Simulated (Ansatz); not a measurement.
**Ir: stress against strain**

Ir (fcc, Fm-3m, 14.211 Å³/atom at rest, cube axes along x, y and z) under a strain ε along a cube axis (axis z), the other axes held. r2SCAN in Ansatz, a plane-wave DFT program (PAW, default set), 500 eV, 29×29×29 Γ-centred mesh, Fermi-Dirac smearing 0.10 eV; ions are relaxed within the symmetry of each cell. Stress is positive for a compressed cell.

Here s stands for strain and y for stress zz.

```csv
strain (%),stress zz (GPa)
-1.50,9.95
-1.00,6.53
-0.50,3.21
0.00,0.00
0.50,-3.11
1.00,-6.11
1.50,-9.02
3.00,?
```

### Question
Using a straight line, estimate the missing y at s = 3.00 from the other rows, showing the fit.

### Answer
Means: s 0, y 0.207. About the means, the sum of products is -44.255 and the sum of squares of s is 7.0000; the slope is their ratio. Least squares gives y = 0.207 - 6.3221·s. Residuals (row less fit): 0.260, 0.001, -0.158, -0.207, -0.156, 0.005, 0.256; standard error 0.212 (degrees of freedom: 5). The slope gives the elastic constant C11 = 632 ± 8 GPa. At the withheld row, y = 0.207 - 6.3221 × 3.0 = -18.759 GPa. The calculation gives -17.15 GPa, 1.609 GPa above the prediction (5.9 % of the range of y in the table). The row lies outside the fitted rows, so this is an extrapolation. From the scatter of the fitted rows alone, a prediction at this place has a standard error of 0.331 GPa, so the miss is 4.9 times that.

One order more, fitted to all 13 runs of the series, follows each within 0.02, so the miss is the next term of a smooth law. In a metal these values are sensitive to mesh and smearing; energies are taken to zero smearing, stresses follow the free energy. Rows are the converged runs of the series near zero and its far end; series whose fitted rows scatter by over a few per cent of the range, as at a crossing or softening among them, aren't shown in this form. Most that stay on the fit to the last digits aren't either.
